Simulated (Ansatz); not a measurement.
Consider HgSe in the zinc blende structure (space group F-43m, No. 216).

```xyz
2
Lattice="0.0000 3.1300 3.1300 3.1300 0.0000 3.1300 3.1300 3.1300 0.0000" Properties=species:S:1:pos:R:3 pbc="T T T"
Hg     0.0000     0.0000     0.0000
Se     4.6950     4.6950     4.6950
```

Calculations: PBE in Ansatz (plane waves to 420 eV, PAW, no spin-orbit coupling).

Base values:

```
Item        Value
--------  -------
Pressure  0.0 GPa
Band gap     zero
```

One thing is altered: the cell is scaled by 0.9750 in all directions, atoms relaxed at fixed cell.

What does the calculation give for the pressure after the change?

The pressure goes from zero to 3.9 GPa.

What does the calculation give for the energy relative to the base after the change?

The energy increases by 25 meV/atom.

What happens to the band gap?

The band gap stays zero.

With Hg present, leaving out spin-orbit coupling can change the band edges. The cells carry an imposed strain or load. Whether these cells are dynamically stable was not tested. All final runs are without spin polarisation. The zero or small gap of HgSe can change with the level of theory.

Ansatz is a program for electronic structure.
